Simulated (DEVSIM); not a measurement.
# Schottky contact on p-type GaAs

System: Schottky contact on p-type GaAs, at 350 K.

```tsv
layer (left to right)	material	thickness (μm)	Na (cm⁻³)	τn (s)	τp (s)
1	GaAs	0.400	1.4e15	4.6e-10	4.6e-10
2	GaAs	13.0	1.1e18	4.6e-10	4.6e-10
```

Left contact: Schottky, work function 4.464 eV, emission velocity 9e6 cm/s. Right contact: ohmic. Voltage is applied to the left contact. Recombination: SRH at mid-gap. Mobility is μmin + (μ − μmin)/(1 + (N/Nref)^α).

The device is made up for the run: typed textbook-type constants, with dimensions and the other settings drawn at random. Values at 300 K; Nc and Nv go as T^1.5, mobilities as T to minus their exponent, the gap by Varshni's rule with the affinity fixed.

| parameter | GaAs |
|---|---|
| gap (eV) | 1.424 |
| affinity (eV) | 4.07 |
| permittivity | 12.9 |
| Nc (cm⁻³) | 4.7e17 |
| Nv (cm⁻³) | 9e18 |
| μn (cm²/Vs) | 8500 |
| μp (cm²/Vs) | 400 |
| μn,min | 500 |
| μp,min | 20 |
| Nref,n | 6e16 |
| Nref,p | 1.5e17 |
| αn | 0.39 |
| αp | 0.38 |
| T exponent of μn | 2.1 |
| T exponent of μp | 2.2 |
| Varshni α (eV/K) | 0.000541 |
| Varshni β (K) | 204 |

Simulated with DEVSIM: 1D drift-diffusion, Boltzmann statistics, complete ionisation; no tunnelling, impact ionisation, image-force lowering or self-heating. Metal contacts follow the ideal Schottky-Mott rule: no Fermi-level pinning, no interface dipoles.

```json
{
 "potential_step_across_the_device_at_zero_bias": "0.937 V",
 "Dark forward voltage at 1 A/cm²": "0.556 V",
 "Dark forward voltage at 100 A/cm²": "0.751 V"
}
```

Dark forward current:

```
V (V)  J (A/cm²)
-----  ---------
-0.05    -3.2e-7
-0.10    -1.3e-6
-0.20    -1.9e-5
-0.25    -8.1e-5
-0.30   -0.00037
-0.40    -0.0084
-0.45     -0.040
-0.50      -0.19
-0.60       -3.6
-0.65        -14
-0.70        -42
-0.75        -99
-0.85       -310
-0.90       -440
-0.95       -600
-1.05       -970
-1.10      -1200
-1.15      -1400
-1.25      -1800
-1.30      -2100
```

Dark reverse current:

```json
[
 {"V (V)": "0.10", "J (A/cm²)": "2.2e-7"},
 {"V (V)": "0.25", "J (A/cm²)": "3.9e-7"},
 {"V (V)": "0.50", "J (A/cm²)": "5.9e-7"},
 {"V (V)": "0.75", "J (A/cm²)": "7.3e-7"},
 {"V (V)": "1.00", "J (A/cm²)": "8.3e-7"},
 {"V (V)": "1.50", "J (A/cm²)": "9.8e-7"},
 {"V (V)": "2.00", "J (A/cm²)": "1.1e-6"},
 {"V (V)": "2.50", "J (A/cm²)": "1.1e-6"},
 {"V (V)": "3.25", "J (A/cm²)": "1.2e-6"},
 {"V (V)": "4.00", "J (A/cm²)": "1.3e-6"},
 {"V (V)": "5.00", "J (A/cm²)": "1.3e-6"}
]
```
